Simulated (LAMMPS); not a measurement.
Quenches at 1e+14 K/s across the composition of Ni (fcc) with a share x of Ni sites Al; each row starts from its own melt temperature.

Method: classical MD, pair style eam/alloy, file NiAlH_jea.eam.alloy (LAMMPS).

```tsv
x	density	state
0.1	7.84 g/cm³ (one sample)	glass
0.25	6.98 g/cm³ (one sample)	glass
0.5	5.40 g/cm³ (one sample)	glass
0.75	3.79 g/cm³ (one sample)	glass
```
